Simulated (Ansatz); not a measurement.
TlBr, element substitutions

Start from TlBr in the rock salt structure (space group Fm-3m, No. 225; a = 6.560 Å; a cell from a computed database, its experimental status unchecked).

Each row replaces one element on all its sites; cell and atoms are relaxed.

Calculations: Kohn–Sham DFT with the PBEsol functional, run in Ansatz (a first-principles code) with PAW and 420 eV plane waves, no spin-orbit coupling, earlier PAW set.

| change | density | band gap |
|---|---|---|
| base | 6.69 g/cm³ | 1.84 eV |
| Br → F | 8.79 g/cm³ | 1.84 eV |
| Br → C | 11.91 g/cm³ | zero |
| Br → As | 9.58 g/cm³ | zero |
| Br → Au | 13.88 g/cm³ | zero |

Spin-orbit coupling, missing from the scalar runs, can matter with Tl. Stability against distortions was not tested. As relaxed here, TlC, TlAs and TlAu are hypothetical phases, not in the database extracts checked. For TlF in this form, whether it has been made was not checked. The final runs are not spin-polarised. An odd electron count without spin: TlC. This is not the structure that TlBr has at room temperature and ambient pressure.
